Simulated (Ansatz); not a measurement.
Functionals compared on a constructed model of the (100) surface of bcc Fe, ferromagnetic (in the relaxation 1 Fe–Ti bonds formed), a pseudomorphic layer of Ti in the host's stacking (bottom of the slab: a bare face, its two planes held), in Ansatz (plane waves, PAW). The structure was relaxed with PBE; the other rows are single points on it. Cutoff 420 eV.

Set-up: 7 atoms, 9.4 Å thick at the start (thin: gaps and levels are the slab's own); mesh 13x13x1; 0.1 eV smearing; dipole correction on; 2 atoms held, the rest relaxed; held to the start's symmetry, so lower structures may exist; spin-polarised, ending with about 13.1 μB a cell; orders that need a larger cell were not tried, no spin-orbit, no U. It is one candidate, not shown to be the stable structure of the face. These notes are the PBE run's.

```tsv
functional	work function of the top face (eV)	magnetic moment of the cell (μB)	rough cost of the single point
PBE	4.08	13.14	–
RPBE	[?]	13.17	around 3 core-minutes (rough)
```

Task: What belongs in the gaps?

Result: 
- RPBE, work function of the top face (eV): 3.85

Ansatz is a quantum-chemistry and plane-wave program.
